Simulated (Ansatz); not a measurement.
**Response to strain in WSi2**

Base system: WSi2 (space group I4/mmm, No. 139; a = 3.2289 Å, c = 7.8697 Å; relaxed with 0.1 eV smearing).

Strains are applied to the cell and any free atomic positions relax.

Calculations: Kohn–Sham DFT with the PBE functional, run in Ansatz (a first-principles code) with PAW and 420 eV plane waves, spin-orbit coupling left out.

Candidates:
(a) isotropic strain −0.50 %
(b) isotropic strain +1.50 %
(c) isotropic strain +2.00 %
(d) isotropic strain −2.00 %

Notes on the quantities. energy relative to the base: free energy F.

Task: Order them by energy relative to the base, highest first.

Result: (d) isotropic strain −2.00 % (+36 meV/atom), (c) isotropic strain +2.00 % (+31 meV/atom), (b) isotropic strain +1.50 % (+18 meV/atom), (a) isotropic strain −0.50 % (+2.1 meV/atom)

No phonon test of stability was made. The final runs are not spin-polarised.
